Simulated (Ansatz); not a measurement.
For CsCl-type FeAl, rVV10 (PAW; Ansatz, a first-principles code) gives:

| Quantity | Result |
|---|---|
| lattice constant a | 2.876 Å |
| enthalpy of formation | -0.326 eV/atom |

Task: What does r²SCAN (plane waves, PAW; Ansatz) give for the same quantities?

Result: 
- lattice constant a: 2.843 Å (shrinks by 1.1 %)
- formation enthalpy: -0.069 eV/atom (moves by +0.257 eV/atom)

For comparison: lattice constant a 2.910 Å (measured, room temperature, not corrected to a static lattice; as tabulated in Liu et al. (2023), doi:10.1107/s2414314623010659); formation enthalpy -0.260 eV/atom (measured, 298 K, copied from a table, unchecked, not corrected to a static lattice; as tabulated in Wang et al. (2021), doi:10.1038/s41598-021-94550-5).

Changes are worked out from the printed values.

Unless a cell is named, each level is at its own relaxed cell (rVV10 11.90, r²SCAN 11.49 Å³/atom).

The crystal itself was run without spin with rVV10, r²SCAN; a magnetic state was not tried in these runs.

Ansatz's density-functional and Hartree–Fock values are scalar-relativistic unless marked +SOC, with PAW data made under PBE.
